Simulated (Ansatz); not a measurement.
The boundary is one mirror-built cell; no search for the lowest one was made.

System: Σ3 (111) symmetric tilt boundary in fcc Cu, with one Cl atom a cell (5.7 Å²) in the boundary; relaxed on a coarser mesh with the in-plane cell held.

Data:

```xyz
21
Lattice="2.5666 0.0000 0.0000 1.2833 2.2227 0.0000 0.0000 0.0000 45.1040" Properties=species:S:1:pos:R:3 pbc="T T T"
Cu     0.0000     0.0000     1.0116
Cu     2.5666     1.4818     3.1091
Cu     1.2833     0.7409     5.2028
Cu     0.0000     0.0000     7.2964
Cu     2.5666     1.4818     9.3909
Cu     1.2833     0.7409    11.4854
Cu     0.0000     0.0000    13.5799
Cu     2.5666     1.4818    15.6744
Cu     1.2833     0.7409    17.7636
Cu     1.2833     2.2227    19.8241
Cu     2.5666     1.4818    25.2062
Cu     1.2833     2.2227    27.2679
Cu     1.2833     0.7409    29.3569
Cu     2.5666     1.4818    31.4507
Cu     0.0000     0.0000    33.5454
Cu     1.2833     0.7409    35.6402
Cu     2.5666     1.4818    37.7349
Cu     0.0000     0.0000    39.8296
Cu     1.2833     0.7409    41.9241
Cu     2.5666     1.4818    44.0158
Cl     1.2833     0.7409    22.5039
```

The resistance of the junction is A R = A (h/e²)[1/T − 1/(2N₁) − 1/(2N₂)] a spin, with T the transmission and N₁, N₂ the leads' channels in a cell of area A; the spins conduct in parallel.

Values are means of three energies within 0.05 eV of the Fermi level, on a potential converged at a Fermi-Dirac width of 0.05 eV. Resistances leave out the leads' Sharvin resistance. Spin-orbit coupling is left out.

Q: Estimate the specific resistance of the junction and the share of channels that pass that PBE (Ansatz, a program for electronic structure) returns for this system.

A: AR = 3.7 × 10⁻¹⁵ Ω m²; 20 % of the channels of the narrower lead pass.
